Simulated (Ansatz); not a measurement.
Carrier properties of LuAlO3 (Pnma)

Given:

```
CELL_PARAMETERS angstrom
      5.33141     0.00000     0.00000
      0.00000     7.30354     0.00000
      0.00000     0.00000     5.08371
ATOMIC_POSITIONS crystal
  Lu 0.93551 0.75000 0.01695
  Lu 0.06449 0.25000 0.98305
  Lu 0.56449 0.25000 0.51695
  Lu 0.43551 0.75000 0.48305
  Al 0.50000 0.00000 0.00000
  Al 0.00000 0.00000 0.50000
  Al 0.00000 0.50000 0.50000
  Al 0.50000 0.50000 0.00000
  O  0.47007 0.25000 0.09918
  O  0.52993 0.75000 0.90082
  O  0.02993 0.75000 0.59918
  O  0.97007 0.25000 0.40082
  O  0.20007 0.55137 0.19831
  O  0.79993 0.44863 0.80169
  O  0.29993 0.44863 0.69831
  O  0.70007 0.55137 0.30169
  O  0.70007 0.94863 0.30169
  O  0.29993 0.05137 0.69831
  O  0.79993 0.05137 0.80169
  O  0.20007 0.94863 0.19831
```

Method: PBEsol, rigid bands (plane waves, PAW, scalar-relativistic; Ansatz, a first-principles code). How the cell was made: cell and atoms relaxed with PBEsol.

| Property | Result |
|---|---|
| band gap | 5.84 eV |
| electron conductivity mass (300 K, dilute) | 0.43 (x), 0.43 (y), 0.39 (z) mₑ |
| hole conductivity mass (300 K, dilute) | 3.5 (x), 2.2 (y), 4.6 (z) mₑ |
| effective density of states N_c (300 K) | 6.3e18 cm⁻³ |
| effective density of states N_v (300 K) | 1.7e20 cm⁻³ |
| density-of-states mass, electrons | 0.40 mₑ |
| density-of-states mass, holes | 3.6 mₑ |
| Seebeck coefficient, n-type 1e19 cm⁻³, 300 K | -188 μV/K |
| Seebeck coefficient, p-type 1e19 cm⁻³, 300 K | 506 μV/K |

Rigid bands; masses and Seebeck coefficients take one relaxation time τ for all states and one kind of carrier; polarons and phonon drag are left out. Spin-orbit coupling is left out; where it splits the top of the valence band, N_v and the p-type Seebeck coefficient come out somewhat high without it.

Computed structure with no diffraction record at hand here (it may be known, metastable or hypothetical): LuAlO3 (Pnma).
